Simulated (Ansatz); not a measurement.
Terminations of the (111) surface of fcc Cu, measured from the surface 'clean 1x1'. Atoms come from or go to: Cu: fcc Cu, F: ½ F2(g), Ge: germanium, I: ½ I2(g), In: tetragonal indium, Mg: hcp Mg, Os: hcp Os, Pb: fcc Pb, Rh: fcc Rh, Ru: hcp Ru, Si: silicon, Sn: beta tin. ΔE is the energy of forming the row's surface from that one (negative: more stable at these reservoirs); the vacuum level's shift is aligned on the shared bottom. No zero-point or thermal terms. These are constructed structures in small cells; real faces may alloy, dewet or reconstruct in larger ones, and not all known structures of the face are among them. Slabs of about 10 Å, Fermi-Dirac smearing of 0.1 eV. Bottom of the slabs: a bare face, its two planes held. Relaxed from the named starts with such symmetry as they have, on meshes of like density; energies extrapolated to zero smearing; spin only where a row says so; no spin-orbit coupling, no U. Brackets mark spin-polarised runs, whose order is one that fits the cell. A dash marks a value that is undefined for that row (no clear gap, or no work function of a gapped slab) or was not read reliably on its mesh.

Level of theory: PBE (plane waves to 420 eV, PAW; Ansatz, a quantum-chemistry and plane-wave program).

| surface | atoms added per 1x1 | ΔE per 1x1 (eV) | shift of the vacuum level (eV) | work function (eV) |
|---|---|---|---|---|
| a pseudomorphic layer of Ge in the host's stacking | +1 Ge | 0.30 | -0.87 | 3.94 |
| p(2x2) layer of Pb, one a cell, on the site that continues the host's stacking | +0.25 Pb | -0.08 | -0.98 | 3.81 |
| (√3x√3)R30° layer of F, one a cell, on the site that continues the host's stacking | +0.333 F | -0.94 | 1.15 | 5.94 |
| a pseudomorphic layer of Mg in the host's stacking | +1 Mg | 0.54 | -0.74 | 4.05 |
| p(2x2) layer of I, one a cell, on the site that continues the host's stacking | +0.25 I | [?] | -0.15 | 4.64 |
| a pseudomorphic layer of Si in the host's stacking | +1 Si | [?] | -0.47 | 4.33 |
| (√3x√3)R30° layer of Sn, one a cell, on the site that continues the host's stacking | +0.333 Sn | -0.12 | -0.47 | 4.32 |
| a layer of Os in place of the second plane | -1 Cu, +1 Os | [?] | 0.57 | 5.34 |
| a pseudomorphic layer of Os in the other hollow | +1 Os | 1.02 | 0.90 | 5.68 |
| a pseudomorphic layer of Ru in the host's stacking | +1 Ru | 0.86 | 0.71 | 5.49 |
| a pseudomorphic layer of Rh in the host's stacking | +1 Rh | 0.33 | 0.66 | 5.45 |
| a layer of In in place of the third plane | -1 Cu, +1 In | [?] | 0.05 | 4.89 |

Task: Some entries are withheld; supply them.

Result: 
- p(2x2) layer of I, one a cell, on the site that continues the host's stacking, ΔE per 1x1 (eV): -0.40
- a pseudomorphic layer of Si in the host's stacking, ΔE per 1x1 (eV): 0.07
- a layer of Os in place of the second plane, ΔE per 1x1 (eV): 1.00
- a layer of In in place of the third plane, ΔE per 1x1 (eV): 2.06
